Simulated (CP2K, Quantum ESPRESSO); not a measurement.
A CP2K input for a self-consistent single point of BaCd₂ (Imma, 6 atoms in the cell) (DFT PBEsol, GPW, DZVP-MOLOPT-SR-GTH basis, GTH-PBE potentials (GTH_POTENTIALS)):

```
&GLOBAL
  PROJECT scf
  RUN_TYPE ENERGY_FORCE
  PRINT_LEVEL LOW
&END GLOBAL
&FORCE_EVAL
  METHOD Quickstep
  STRESS_TENSOR ANALYTICAL
  &DFT
    BASIS_SET_FILE_NAME BASIS_MOLOPT
    POTENTIAL_FILE_NAME GTH_POTENTIALS
    &QS
      METHOD GPW
      EPS_DEFAULT 1E-10
    &END QS
    &MGRID
      CUTOFF 500
      REL_CUTOFF 40
      NGRIDS 5
    &END MGRID
    &SCF
      SCF_GUESS ATOMIC
      EPS_SCF 1E-7
      MAX_SCF 100
      ADDED_MOS 12
      &DIAGONALIZATION
        ALGORITHM STANDARD
      &END DIAGONALIZATION
      &MIXING
        METHOD BROYDEN_MIXING
        ALPHA 0.3
        NBUFFER 12
        BETA 1.5
      &END MIXING
      &SMEAR ON
        METHOD FERMI_DIRAC
        ELECTRONIC_TEMPERATURE [K] 1160.45
      &END SMEAR
    &END SCF
    &KPOINTS
      SCHEME MONKHORST-PACK 4 4 4
      GAMMA_CENTERED T
    &END KPOINTS
    &XC
      &XC_FUNCTIONAL
        &PBE
          PARAMETRIZATION PBESOL
        &END PBE
      &END XC_FUNCTIONAL
    &END XC
    &PRINT
      &MO
        EIGENVALUES T
        OCCUPATION_NUMBERS T
        NDIGITS 8
        FILENAME mo
        &EACH
          QS_SCF 0
        &END EACH
        ADD_LAST NUMERIC
      &END MO
      &MULLIKEN OFF
      &END MULLIKEN
    &END PRINT
  &END DFT
  &SUBSYS
    &CELL
      A 6.33451300 0.00000000 0.00000000
      B -0.85365300 6.27672900 0.00000000
      C -1.19688100 -4.48619600 4.30901000
      PERIODIC XYZ
    &END CELL
    &COORD
      SCALED
      Ba       0.70133000     0.45133000     0.25000000
      Ba       0.29867000     0.54867000     0.75000000
      Cd       0.72653000     0.16407000     0.56246000
      Cd       0.27347000     0.83593000     0.43754000
      Cd       0.10161000     0.16407000     0.93754000
      Cd       0.89839000     0.83593000     0.06246000
    &END COORD
    &KIND Ba
      BASIS_SET DZVP-MOLOPT-SR-GTH
      POTENTIAL GTH-PBE-q10
    &END KIND
    &KIND Cd
      BASIS_SET DZVP-MOLOPT-SR-GTH
      POTENTIAL GTH-PBE-q12
    &END KIND
  &END SUBSYS
  &PRINT
    &FORCES ON
    &END FORCES
    &STRESS_TENSOR ON
    &END STRESS_TENSOR
  &END PRINT
&END FORCE_EVAL
```

Task: Write the same calculation as an input for Quantum ESPRESSO.

Result: This is the input that was run; spellings and numerical settings could be chosen otherwise.

```fortran
&control
    calculation = 'scf',
    prefix = 'scf',
    outdir = './out',
    pseudo_dir = './',
    tprnfor = .true.,
    tstress = .true.,
/
&system
    ibrav = 11,
    A = 5.096888000,
    B = 8.067762000,
    C = 8.332896000,
    nat = 6,
    ntyp = 2,
    ecutwfc = 40,
    ecutrho = 200,
    occupations = 'smearing',
    smearing = 'fd',
    degauss = 0.0073499,
/
&electrons
    conv_thr = 1.0d-10,
    mixing_beta = 0.4,
/
ATOMIC_SPECIES
Ba   137.3270  ba_pbesol_v1.uspp.F.UPF
Cd   112.4140  cd_pbesol_v1.uspp.F.UPF
ATOMIC_POSITIONS alat
Ba    0.000000000   -0.395719996    0.737878869
Ba   -0.500000000   -0.395719996    0.079570524
Cd    0.000000000   -0.890306676    0.268237844
Cd   -0.500000000    0.098866684    0.549211549
Cd   -0.500000000   -0.692573309   -0.549211549
Cd    0.000000000   -0.098866684    1.366660942
K_POINTS automatic
4 4 4  0 0 0
```

Basis settings and potentials, where a program has them, do not carry over. This input uses DFT, PBEsol, plane waves, GBRV 1.5 ultrasoft (PBESOL) pseudopotentials.

The starting cell comes from a database of computed structures (which also holds hypothetical and non-ambient phases and stackings), without a prior relaxation at this level. Its lattice was rescaled by a random factor within 2.5 % of one. For this run, on top of that: lattice scaled by 0.98.
